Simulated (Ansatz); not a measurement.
Take HgS (space group P3_221, No. 154; a = 4.465 Å, c = 9.758 Å; made of chains) as the base.

(Cell as relaxed with PBE.)

Levels (all Ansatz, an electronic-structure program, PAW): PBE (420 eV, no SOC); PBEsol (420 eV, no spin-orbit coupling).

Each level relaxes its own structure.

| base | PBE | PBEsol |
|---|---|---|
| volume per atom | 28.08 Å³ | 23.26 Å³ |
| lattice parameter a | 4.465 Å | 4.139 Å |
| band gap | 1.83 eV | 1.23 eV |

It is then changed as follows: cell and atoms relaxed at a pressure of 0.3 GPa.

| quantity | PBE | PBEsol |
|---|---|---|
| smallest direct gap | 1.76 eV | 1.21 eV |
| lattice parameter a | 4.395 Å | 4.116 Å |
| electron mass | 0.42 mₑ along c, 1.2 mₑ across (at Γ) | 0.40 mₑ along c, 1.4 mₑ across (at Γ) |
| shift of the gap caused by the change | -0.10 eV | -0.06 eV |
| band gap | 1.73 eV | 1.17 eV |

PBE's smallest direct gap lies 0.557 eV above PBEsol's; PBE's lattice parameter a lies 0.2796 Å above PBEsol's (6.8 %); PBE's shift of the gap caused by the change lies 0.04 eV below PBEsol's; PBE's band gap lies 0.56 eV above PBEsol's. Neither level is exact; PBEsol is the comparison here, not a measurement.

With Hg present, leaving out spin-orbit coupling can change the band edges. Load acts through the strain it causes; cell and atoms are relaxed under it. Masses are band curvatures over ±0.01 Å⁻¹ around the edge. Whether these cells are dynamically stable was not tested. No dispersion term is included, though the crystal is made of layers, chains or molecules, so its spacings can come out too wide.
